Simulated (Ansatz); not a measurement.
Cost and result by functional for the surface energy of the (111) surface of bcc K in its 1x1 cell, outermost plane spacing 1.52 Å in the ideal cut, in Ansatz (plane waves, PAW). Single points on the PBE structure, on one kind of machine; costs are rough ratios of the slab run's core time (references not counted) to the cheapest single point. r2SCAN's cost holds its higher cutoff (500 against 420 eV). Differences are taken against r2SCAN for comparison alone: no measured value is at hand, so the table doesn't rank accuracy.

Set-up: 8 atoms, 10.7 Å thick at the start; mesh 6x6x1; 0.1 eV smearing; dipole correction on; all atoms relaxed; symmetry of the start imposed; no spin, no spin-orbit, no U. These notes are the PBE run's.

```tsv
functional	relative cost	surface energy (J/m²)	less r2SCAN (J/m²)
PBEsol	1	0.14	0.00
LDA	1	0.15	0.01
RPBE	1	0.11	-0.03
r2SCAN	2	0.14	0.00
PBE (the relaxed run's value)	–	0.13	-0.01
```

The values span 0.04 J/m², while the single points' costs differ by a factor of roughly 2. Differences are of unrounded values.

Ansatz is a program for electronic structure.
